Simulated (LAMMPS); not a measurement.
Molecular dynamics of a melt made from Al (fcc), 864 atoms, at 1310 K and 0 GPa, brought to that temperature within a few picoseconds.

Computed with classical MD, pair style meam, file MoCoNiVFeAlCr_2nn.meam; code LAMMPS.

### Question
Give the most common Al-Al-Al angle, the state found, the shear viscosity (Green-Kubo) as this potential yields it.

### Answer
most common Al-Al-Al angle: in the 3° bin centred on 55.5° (mean of all 96°); state found: liquid; shear viscosity (Green-Kubo): 0.93 ± 0.09 mPa s.
